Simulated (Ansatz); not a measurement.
# A self-consistent single point of Os (P6_3/mmc, 4 atoms in the cell) with Ansatz

Level of theory: PBE (plane waves, PAW; Ansatz, a program for electronic structure).

The input file:

Ansatz 0.2 input:
```yaml
crystal:
  lattice:
    - [2.754590, 0.000000, 0.000000]
    - [-1.377295, 2.385545, 0.000000]
    - [0.000000, 0.000000, 8.862911]
  atoms:
    - { symbol: Os, position_ang: [0.000000, 0.000000, 0.000000] }
    - { symbol: Os, position_ang: [0.000000, 0.000000, 4.431456] }
    - { symbol: Os, position_ang: [-0.000001, 1.590364, 2.215728] }
    - { symbol: Os, position_ang: [1.377296, 0.795181, 6.647183] }
kpoints:
  mp_grid: { grid: [9, 9, 3] }
hamiltonian:
  xc: pbe
  pseudopotentials: { kind: paw }
scf:
  occupations: { method: gaussian, width: 0.1 eV }
output:
  forces: true
  eigenvalues: true
  stress: true
```

Output, abridged:

```
WARN the atoms were moved onto the symmetric positions of the space group found under crystal.symmetry.tolerance 1.0e-5 (fractional …
WARN basis.ecutwfc = 420 eV, the default
WARN ansatz: RAYON_NUM_THREADS=1 ignored (pool sized by the plan → 1); use --threads N
Pseudopotentials: kind: paw
Pseudopotential: Os, paw, valence charge 16
Crystal: 4 atoms, lattice volume = 58.240 Å³
Basis set: ecut = 420 eV, 1151 PW (Γ), exchange–correlation on 40×40×120 points (8 copies of the dense FFT grid, shifted against one another)
Bands: 39, of which v1, the nominal top of the filled ones, is band 32 counted from 1 (31 counted from 0)
Symmetry: 24 space group operations
Space group: P63/mmc (ITA 194), of the structure as read, at distance tolerance 3.9e-5 Å
k-points: 24 of 243
Initial density: superposition of atomic densities (neutral atoms: chi_scale 0, normalization atom), corrected by the library's trained network
Initial wavefunctions: pseudopotential atomic-orbital guess
Eigensolver: davidson
Functional: x = pbe(κ = 0.804, μ = 0.2195149727645171), c = pbe(β = 0.06672455060314922)
SCF iter   1: F=—  HF=-45537.758614 eV  |F-HF|=—  |Δ(HF+E_count)|=         —  Δρ=7.95e-3  dr2=1.61e-2  ethr=1.77e-3  ⟨swp⟩=5.6  Hψ=3078  notcnv=0
all-band conjugate gradients solve this SCF's bands
preconditioner: auto → Kerker (q_TF=auto, 2.772 Å⁻¹)
SCF iter   2: F=—  HF=-45537.763569 eV  |F-HF|=—  |Δ(HF+E_count)|=   4.96e-3  Δρ=4.53e-3  dr2=4.91e-3  ethr=2.52e-5  ⟨swp⟩=2.2  Hψ=1326  notcnv=0
SCF iter   3: F=—  HF=-45537.765635 eV  |F-HF|=—  |Δ(HF+E_count)|=   2.07e-3  Δρ=3.69e-4  dr2=3.60e-5  ethr=7.67e-6  ⟨swp⟩=2.0  Hψ=1276  notcnv=0
SCF iter   4: F=—  HF=-45537.765631 eV  |F-HF|=—  |Δ(HF+E_count)|=   4.10e-6  Δρ=5.86e-5  dr2=2.41e-6  ethr=5.63e-8  ⟨swp⟩=2.1  Hψ=1352  notcnv=0
SCF iter   5: F=—  HF=-45537.765631 eV  |F-HF|=—  |Δ(HF+E_count)|=   8.81e-8  Δρ=1.63e-5  dr2=2.40e-7  ethr=3.77e-9  ⟨swp⟩=2.3  Hψ=1219  notcnv=0
SCF iter   6: F=-45537.765631 eV  HF=-45537.765631 eV  |F-HF|=2.93e-9  |Δ(HF+E_count)|=   3.63e-8  Δρ=3.16e-6  dr2=6.54e-9  ethr=1.56e-10  ⟨swp⟩=6.2  Hψ=3236  notcnv=0
SCF 1 converged in 6 iterations: F = -45537.765631 eV  dr2 = 6.54e-9
SCF converged after 6 iterations
Free energy (F): -45537.765631 eV
Harris-Foulkes:  -45537.765631 eV  (|F-HF|=2.93e-9)
Internal energy: -45537.745020 eV  (E = F + TS)
E sigma→0 (E₀):  -45537.755325 eV
Entropy (-TS):   -0.020611 eV (-5.153 meV/atom)
Fermi energy:    24.813266 eV
--- Per-component energies (eV) ---
  E_band       = -328.886965
  E_kinetic    = 2242.995370
  E_local      = -3288.447972  (includes V_loc(G=0)·N_el)
  E_nonlocal   = -8.767173
  E_hartree    = 1348.210241
  E_xc         = -1065.361257
  E_vxc        = -1134.269977  (∫ρ·V_xc dr)
  E_paw        = -36046.348866  (= ΣΔE_a)
  E_vpaw       = -836.816509  (= ΣTr[D̂ρ^β])
  E_aug_tail   = -0.000343  (compensation charges beyond the density's cutoff)
  E_ewald      = -8720.025020
  E_smearing   = -0.020611  (= −TS)
  E_closure    = -0.000000  (closes the sum)
  Σ components = -45537.765631   (vs F -45537.765631, Δ=0.00e0)
--- Forces (eV/Å), atoms counted from 1 ---
  atom   1  Os    -0.00000000     0.00000000     0.00000000
   [... zero for the other atoms too ...]
  max |Σ_I F_I| component: 2.78e-17 eV/Å
--- Stress (GPa, compression-positive) ---
       -5.761498      -0.000000       0.000000
        0.000000      -5.761498       0.000000
        0.000000       0.000000      -6.663673
  P = ⅓ Tr σ = -6.0622 GPa (-60.622 kbar)
  The stress holds the Pulay correction. Without it, at fixed plane waves, as pw.x and ABINIT print it: P = -6.1448 GPa
--- Band table (eV; the first three rows and the last of 24) ---
  k-point 0: bands = ["-61.7483", "-61.7068", "-61.7000", "-61.6583", "-21.6444", "-21.1845", "-21.1512", "-20.8394", "-20.8394", "-20.7730", "-20.7730", "-20.7645", "-20.7645", "-20.6972", "-20.6972", "-20.6653", "14.1908", "16.4846", "16.4957", [...]
  k-point 1: bands = ["-61.7423", "-61.7261", "-61.6807", "-61.6643", "-21.5821", "-21.4096", "-20.9196", "-20.8300", "-20.8300", "-20.8044", "-20.8044", "-20.7341", "-20.7328", "-20.7328", "-20.7068", "-20.7068", "14.5107", "15.3857", "17.2017", [...]
  k-point 2: bands = ["-61.7398", "-61.7007", "-61.6939", "-61.6546", "-21.6083", "-21.1999", "-21.1681", "-20.9191", "-20.8659", "-20.8317", "-20.8182", "-20.7926", "-20.7842", "-20.7796", "-20.7099", "-20.6809", "14.6732", "16.9236", "16.9355", [...]
  k-point 23: bands = ["-61.6480", "-61.6480", "-61.6411", "-61.6411", "-21.4255", "-21.4101", "-21.4101", "-21.3340", "-21.2783", "-21.2783", "-21.1837", "-21.1837", "-20.9948", "-20.9071", "-20.9071", "-20.8989", "18.9625", "18.9625", "19.3742", [...]
```

The run converged in 6 iterations.

The starting cell was generated: these elements placed on a structure prototype, without a prior relaxation; it need not be a known phase or ordering of this composition. Its lattice was rescaled by a random factor within 2.5 % of one. Spin-orbit coupling is off. Spin polarisation is off. With a pressure of about -6 GPa the cell is away from its equilibrium volume at this level. Ansatz's pressure includes its estimate of the finite-basis (Pulay) stress.
